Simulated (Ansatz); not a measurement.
The reference is BeS in the zinc blende structure (space group F-43m, No. 216).

```
CELL_PARAMETERS angstrom
      0.00000     2.43431     2.43431
      2.43431     0.00000     2.43431
      2.43431     2.43431     0.00000
ATOMIC_POSITIONS crystal
  Be 0.00000 0.00000 0.00000
  S  0.25000 0.25000 0.25000
```

Cartesian axes are those of the cell as printed.

Level of theory: r2SCAN in Ansatz (plane waves to 500 eV, PAW, spin-orbit coupling left out).

Strains are applied to the cell and any free atomic positions relax.

One change was made to it. Results:

| quantity | base | after |
|---|---|---|
| energy relative to the base (free energy F) | 0 meV/atom | +2.0 meV/atom |
| band gap | 3.59 eV | 3.48 eV |
| valence-band top at Γ (three highest levels, from the VBM) | 0.00, 0.00, 0.00 eV | 0.00, -0.09, -0.17 eV |

**Question.** Which of these changes matches the shifts?
(A) tensor shear ε_xy = +1.71 %
(B) tensor shear ε_xy = +0.57 %
(C) tensor shear ε_xy = +2.00 %
(D) tensor shear ε_xy = +0.29 %
(E) tensor shear ε_xy = +1.14 %

**Answer.** E, tensor shear ε_xy = +1.14 %. For comparison, the band gap in the other runs: tensor shear ε_xy = +0.29 % gives 3.57 eV; tensor shear ε_xy = +2.00 % gives 3.38 eV; tensor shear ε_xy = +0.57 % gives 3.54 eV; tensor shear ε_xy = +1.71 % gives 3.41 eV.

Whether these cells are dynamically stable was not tested.

Ansatz is a first-principles code.
